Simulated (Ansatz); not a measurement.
**Ti3Ge (I-4, No. 82, 16 atoms in the cell; start mp-1189044)**

Method: PBEsol (plane waves, PAW; Ansatz, a first-principles code).

Run with plane-wave cutoff 500 eV, 10×10×10 k mesh, Fermi–Dirac smearing 0.05 eV, no spin polarisation, scalar-relativistic PAW data made under PBE.

Cell (relaxed at this level):

Ti$_{3}$Ge is taken in the tetragonal space group I-4 (No. 82), Pearson symbol tI32. Conventional cell: a = 10.1164 Å, b = 10.1164 Å, c = 5.0832 Å, α = 90.00°, β = 90.00°, γ = 90.00°. Ti1 on 8g has 2 Ge at 2.594–2.718 Å and 2 Ti at 2.735–2.758 Å and 4 Ti at 2.902–2.960 Å and 4 Ti at 3.128–3.262 Å. Ti2 on 8g has 4 Ge at 2.598–2.659 Å and 8 Ti at 2.821–3.134 Å. Ti3 on 8g sees 3 Ge at 2.568–2.735 Å and 10 Ti at 2.758–3.262 Å. Ge on 8g sees 9 Ti at 2.568–2.735 Å. (Neighbours: up to the widest gap in distance over summed covalent radii, below 1.35, at either atom; cation-cation and far metal-metal contacts left out.)
(The calculation used a cell of 16 atoms; values per cell refer to that cell.)

For Ti3Ge (I-4, No. 82, 16 atoms in the cell; start mp-1189044), the band gap is zero (no gap).

Note: the relaxation could not lower the start's symmetry, so the cell can be a saddle point above a distorted one.

Spin–orbit coupling is not included.

The result took about 40 core-minutes (a rough figure).

A start named mp-… is a Materials Project structure, which need not be a measured phase.
